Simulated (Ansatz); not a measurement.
Hypothetical Fm-3m WSe2: element substitutions

Consider WSe2 (space group Fm-3m, No. 225; a = 6.119 Å; a hypothetical phase, not in the database extracts checked).

Each row replaces one element on all its sites; cell and atoms are relaxed.

All numbers come from PBEsol (Ansatz, a first-principles code; PAW; 420 eV plane waves; no spin-orbit coupling).

| variant | density | band gap |
|---|---|---|
| base | 9.91 g/cm³ | zero |
| W → Mo | 7.39 g/cm³ | zero |
| Se → Ge | 9.88 g/cm³ | zero |
| Se → I | … | 0.57 eV |
| W → Os | … | zero |

Problem. What belongs in the blanks?

Solution. 
- Se → I, density: 9.99 g/cm³
- W → Os, density: 10.75 g/cm³

Spin-orbit coupling, missing from the scalar runs, can matter with I and W. Stability against distortions was not tested. As relaxed here, MoSe2, WGe2, WI2 and OsSe2 are hypothetical phases, not in the database extracts checked. The final runs are not spin-polarised. MoSe2, WSe2 and WGe2 have a high density of states at the Fermi level and may be magnetic at this level.
